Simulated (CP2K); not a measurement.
A self-consistent single point of CaC2 (I4/mmm, 3 atoms in the cell) with CP2K.

Method of the run: PBEsol, GPW, DZVP-MOLOPT-SR-GTH basis, GTH-PBE potentials (GTH_POTENTIALS) (CP2K).

```
CaC2
1.0
    4.21148     0.00000     0.00000
    0.65784     4.15978     0.00000
   -2.43466    -2.07989     2.73551
Ca C
1 2
Direct
  0.00000   0.00000   0.00000
  0.59789   0.59789   0.00000
  0.40211   0.40211   0.00000
```

Reference input (self-consistent single point, DFT LDA (Pade form), GPW, DZVP-MOLOPT-SR-GTH basis, GTH-PADE potentials (GTH_POTENTIALS)): CUTOFF = 500 Ry; REL_CUTOFF = 50 Ry; KPOINTS/SCHEME = MONKHORST-PACK 12 12 12; GAMMA_CENTERED = T; XC_FUNCTIONAL = PADE; Ca/BASIS_SET = DZVP-MOLOPT-SR-GTH-q10; Ca/POTENTIAL = GTH-PADE-q10; C/BASIS_SET = DZVP-MOLOPT-SR-GTH-q4; C/POTENTIAL = GTH-PADE-q4; METHOD = GPW; EPS_DEFAULT = 1e-10; NGRIDS = 5. This run's input differs from it in these lines:

```diff
@@ -39,3 +39,6 @@
     &XC
-      &XC_FUNCTIONAL PADE
+      &XC_FUNCTIONAL
+        &PBE
+          PARAMETRIZATION PBESOL
+        &END PBE
       &END XC_FUNCTIONAL
@@ -72,3 +75,3 @@
       BASIS_SET DZVP-MOLOPT-SR-GTH-q10
-      POTENTIAL GTH-PADE-q10
+      POTENTIAL GTH-PBE-q10
     &END KIND
@@ -76,3 +79,3 @@
       BASIS_SET DZVP-MOLOPT-SR-GTH-q4
-      POTENTIAL GTH-PADE-q4
+      POTENTIAL GTH-PBE-q4
     &END KIND
```

Log, with long lists cut:

```
 SCF WAVEFUNCTION OPTIMIZATION

  Step     Update method      Time    Convergence         Total energy    Change
     1 NoMix/Diag. 0.40E+00      -     1.85129432       -47.9179279333 -4.79E+01
     2 Broy./Diag. 0.40E+00      -     0.04619870       -47.4913320845  4.27E-01
     3 Broy./Diag. 0.40E+00      -     0.01398285       -47.8728772253 -3.82E-01
     4 Broy./Diag. 0.40E+00      -     0.00777896       -47.9910106897 -1.18E-01
     5 Broy./Diag. 0.40E+00      -     0.00143740       -47.9961747405 -5.16E-03
     6 Broy./Diag. 0.40E+00      -     0.00039632       -47.9892509703  6.92E-03
     7 Broy./Diag. 0.40E+00      -     0.00005033       -47.9863374143  2.91E-03
     8 Broy./Diag. 0.40E+00      -     0.00001735       -47.9865943318 -2.57E-04
     9 Broy./Diag. 0.40E+00      -     0.00001207       -47.9867006355 -1.06E-04
    10 Broy./Diag. 0.40E+00      -     0.00000027       -47.9867389761 -3.83E-05
  *** SCF run converged in    10 steps ***

  Overlap energy of the core charge distribution:               0.00000501403868
  Self energy of the core charge distribution:                -99.00201374426841
  Core Hamiltonian energy:                                     24.98210131132839
  Hartree energy:                                              34.48075455771203
  Exchange-correlation energy:                                 -8.44758611490590

  Total energy:                                               -47.98673897609521

 ENERGY| Total FORCE_EVAL ( QS ) energy [hartree]            -47.986735428173972

 FORCES| Atomic forces [hartree/bohr]
 FORCES|   Atom     x               y               z               |f|
 FORCES|      1  1.89472889E-08  1.46231340E-08  1.98099431E-14   2.39339885E-08
   [... lines left out ...]

 STRESS| Analytical stress tensor [bar]
 STRESS|                        x                   y                   z
 STRESS|      x       -4.48781979421E+03   9.16908991252E+03  -1.07450446101E-02
 STRESS|      y        9.16908991252E+03  -7.38775373455E+03  -9.17932827410E-03
 STRESS|      z       -1.07450446101E-02  -9.17932827410E-03  -1.52198833718E+04
 STRESS| 1/3 Trace                                            -9.03181896686E+03
```

The run converged in 10 iterations. Against the reference run the pressure goes from -4.71 to -0.90 GPa, the largest force goes from 0.142 to 1.038 eV/Å and the gap on the mesh hardly changes (1.098 to 1.092 eV).

The starting cell comes from a database of computed structures (which also holds hypothetical and non-ambient phases and stackings), without a prior relaxation at this level. Values carry the incompleteness of an atom-centred basis. The potentials were made for another functional than the one used. Forces in this geometry exceed 1 eV/Å.

Cost on one core of a shared machine: roughly 2 min.
